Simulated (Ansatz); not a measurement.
Base system: CdS in the zinc blende structure (space group F-43m, No. 216; a = 5.879 Å).

The change: the cell is scaled by 0.9834 in all directions; the atoms relax in the strained cell.

Levels (all Ansatz, a program for electronic structure, PAW, earlier PAW set): r2SCAN (500 eV, no SOC); HSE06 (420 eV, no spin-orbit coupling); HSE06+SOC (420 eV, with spin-orbit coupling).

One geometry, relaxed with r2SCAN, under each level:

The valence-band top lists the three highest levels at Γ (Kramers pairs under SOC), from the VBM.

```tsv
level	band gap	lowest conduction level above the VBM at special points	valence-band top at Γ
r2SCAN	1.65 eV	Γ 1.65 eV; L 3.52 eV; X 3.81 eV	0.00, 0.00, 0.00 eV
HSE06	(withheld)	(withheld)	–
HSE06+SOC	(withheld)	(withheld)	(withheld)
```

Question: Give the withheld HSE06 and HSE06+SOC results.

Answer: 
- HSE06, band gap: 2.23 eV
- HSE06, lowest conduction level above the VBM at special points: Γ 2.23 eV; L 4.15 eV; X 4.41 eV
- HSE06+SOC, band gap: 2.20 eV
- HSE06+SOC, lowest conduction level above the VBM at special points: Γ 2.20 eV; L 4.13 eV; X 4.39 eV
- HSE06+SOC, valence-band top at Γ: 0.00, 0.00, -0.06 eV

Single points use the geometry relaxed with r2SCAN. Differences between runs with and without spin-orbit coupling are approximate. Stability against distortions was not tested.
